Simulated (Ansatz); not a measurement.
Density of states of MgAl₂C₂ (P-3m1) above the conduction band minimum, PBEsol, rigid bands (Ansatz, an electronic-structure program); cell volume 57.0 Å³.

(energy from edge (eV), 10⁻³ states/eV/cell): (0.006, 40.8); (0.031, 95.7); (0.056, 132); (0.081, 165); (0.106, 196); (0.131, 229); (0.156, 271); (0.181, 312); (0.206, 334); (0.231, 360); (0.256, 394); (0.281, 456); (0.319, 484); (0.344, 487); (0.369, 495); (0.394, 499); (0.419, 503); (0.444, 508); (0.469, 515); (0.494, 520); (0.519, 524); (0.544, 530); (0.569, 535); (0.594, 540)

**Question.** What effective density of states at 300 K does this give (∫ g(E) exp(−E/k_BT) dE, both spins, divided by the cell's size)?

**Answer.** 3.6e19 cm⁻³, a density-of-states mass of 1.27 mₑ, valleys and band degeneracy included.

Spin-orbit coupling is left out. Geometry: cell and atoms relaxed with PBEsol.

Computed structure with no diffraction record at hand here (it may be known, metastable or hypothetical): MgAl2C2 (P-3m1).
